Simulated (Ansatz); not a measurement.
**WSe2: thickness series**

Start from WSe2 in the 2H-MoS2 type structure (space group P6_3/mmc, No. 194; a = 3.231 Å, c = 12.411 Å; layered, stacked along the Cartesian z axis).

Free-standing slabs (3 atom(s) a layer) normal to the stacking axis with 15 Å of vacuum; in-plane cell relaxed.

Computed with PBEsol-D3(BJ) (Ansatz, a program for electronic structure), no SOC.

Base values:

* **Band gap**: 0.67 eV

### Question
The aim is a band gap between 0.86 eV and 0.94 eV. Which of these changes reaches it?
A. 2 layers
B. 1 layer
C. 3 layers

### Answer
C, 3 layers. It gives 0.90 eV; 1 layer gives 1.64 eV; 2 layers gives 1.10 eV. Changes not listed may reach it too

Spin-orbit coupling, missing from the scalar runs, can matter with W. Gaps are read on the SCF mesh and a high-symmetry path. No phonon test of stability was made.
